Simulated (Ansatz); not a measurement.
FeAs in the CsCl type structure (space group Pm-3m, No. 221; ferromagnetic; a hypothetical phase, not in the database extracts checked)

```xyz
2
Lattice="2.9019 0.0000 0.0000 0.0000 2.9019 0.0000 0.0000 0.0000 2.9019" Properties=species:S:1:pos:R:3 pbc="T T T"
Fe     0.0000     0.0000     0.0000
As     1.4510     1.4510     1.4510
```

Method: PBEsol (Ansatz, a program for electronic structure, PAW, scalar-relativistic without spin-orbit coupling). k-mesh 16×16×16 (Γ-centred); smearing 0.05 eV (Fermi–Dirac).

The volume per atom comes out as 12.22 Å³ and the density is 8.89 g/cm³. The band gap is zero and the magnetic state is ferromagnetic. The total energy is -4630.893 eV/atom (σ→0; compares only within this code and set-up).

The magnetic state is the one reached from the starting moments; the real material's order can differ, and small cells can't hold many antiferromagnetic ones. No phonon test of stability was made.
